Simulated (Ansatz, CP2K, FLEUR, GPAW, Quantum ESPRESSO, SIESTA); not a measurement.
# One structure in several programs: NiGe (Pnma, 8 atoms in the cell)

Self-consistent single point, at a second geometry (lattice scaled by 0.98). First geometry:

```
NiGe
1.0
    5.31046     0.00000     0.00000
    0.00000     3.43850     0.00000
    0.00000     0.00000     5.74995
Ni Ge
4 4
Cartesian
  2.68465   0.85962   3.97167
  2.62581   2.57887   1.77829
  5.28104   2.57887   1.09669
  0.02942   0.85962   4.65327
  3.66241   0.85962   0.50013
  1.64805   2.57887   5.24982
  4.30328   2.57887   3.37511
  1.00718   0.85962   2.37485
```

Shared settings, as Ansatz (a first-principles code) writes them: kpoints.mp_grid.grid = 4 5 3; scf.occupations.method = gaussian; scf.occupations.width = 0.05 eV. Potentials and cutoffs stand in the table.

| code | model | ΔF from the first geometry (meV/atom) | pressure (GPa) | largest force (eV/Å) | cutoff |
|---|---|---|---|---|---|
| SIESTA | GGA PBE, numerical atomic orbitals DZP, PseudoDojo PBE standard norm-conserving potentials (rewritten from UPF to PSML) | 75.5 | 22.85 | 0.386 | grid 400 Ry |
| Ansatz | PBE, PAW files | 62.4 | 19.34 | 0.252 | 420 eV |
| CP2K | PBE, GPW, DZVP-MOLOPT-SR-GTH basis, GTH-PBE potentials (GTH_POTENTIALS) | 75.9 | 22.43 | 0.259 | grid 600 Ry |
| Quantum ESPRESSO | PBE, PSlibrary ultrasoft (PBE) pseudopotentials | 72.4 | 21.32 | 0.293 | 50 Ry |
| FLEUR | PBE, all-electron FLAPW (FLEUR), scalar-relativistic valence | – | – | 0.254 | Kmax 4 1/bohr |
| GPAW | PBE, GPAW PAW datasets PBE (gpaw-data 1.0.1) | 66.6 | 20.50 | 0.253 | 800 eV |

For Quantum ESPRESSO (by 0.5 GPa) the energy change implies a higher mean pressure, against the two pressures, than for the other programs: a sign of finite-basis (Pulay) stress.

Size of the force on each atom (eV/Å): Sizes of forces hide their directions.

```json
[
 {"code": "SIESTA", "Ni1": "0.386", "Ni2": "0.386", "Ni3": "0.386", "Ni4": "0.386", "Ge5": "0.150", "Ge6": "0.150", "Ge7": "0.150", "Ge8": "0.150"},
 {"code": "Ansatz", "Ni1": "0.252", "Ni2": "0.252", "Ni3": "0.252", "Ni4": "0.252", "Ge5": "0.222", "Ge6": "0.222", "Ge7": "0.222", "Ge8": "0.222"},
 {"code": "CP2K", "Ni1": "0.259", "Ni2": "0.259", "Ni3": "0.257", "Ni4": "0.257", "Ge5": "0.172", "Ge6": "0.172", "Ge7": "0.172", "Ge8": "0.172"},
 {"code": "Quantum ESPRESSO", "Ni1": "0.293", "Ni2": "0.293", "Ni3": "0.293", "Ni4": "0.293", "Ge5": "0.281", "Ge6": "0.281", "Ge7": "0.281", "Ge8": "0.281"},
 {"code": "FLEUR", "Ni1": "0.254", "Ni2": "0.254", "Ni3": "0.254", "Ni4": "0.254", "Ge5": "0.204", "Ge6": "0.204", "Ge7": "0.204", "Ge8": "0.204"},
 {"code": "GPAW", "Ni1": "0.253", "Ni2": "0.253", "Ni3": "0.253", "Ni4": "0.253", "Ge5": "0.242", "Ge6": "0.242", "Ge7": "0.242", "Ge8": "0.242"}
]
```

A dash marks a value that a program does not give, or that is left out as unsure.

On Ansatz's run: spin polarisation is off.

The spread over the programs that give each value: ΔF from the first geometry within 13.5 meV/atom; pressure within 3.51 GPa; largest force within 0.134 eV/Å.

SIESTA and CP2K use small atom-centred bases, whose incompleteness enters pressures, forces and empty levels differently from a plane-wave cutoff. FLEUR treats all electrons, but the usual bases taken here (sphere radii, linearisation, local orbitals, empty states) were not tested for convergence, so the values are no reference for the others. Ansatz's pressure is given at a fixed set of plane waves, as the other plane-wave codes print theirs; with its correction for the finite basis it is 19.45 GPa. In the pressure, SIESTA (by 2.36), Ansatz (by 1.16) and CP2K (by 1.93) lie more than 1 GPa from the median of the plane-wave programs. In the force vectors, SIESTA (by 0.134) lies more than 0.08 eV/Å from the median of the plane-wave programs.

The shared mesh is coarse (it stands for a supercell whose shortest vector is 17 Å), so the values are not converged in it.

The starting cell comes from a database of computed structures (which also holds hypothetical and non-ambient phases and stackings), without a prior relaxation at this level. Its lattice was rescaled by a random factor within 2.5 % of one. For this run, on top of that: lattice scaled by 0.98.

Left out of this page: Elk (not drawn, or without a comparable value).

Keys are those of Ansatz 0.2.
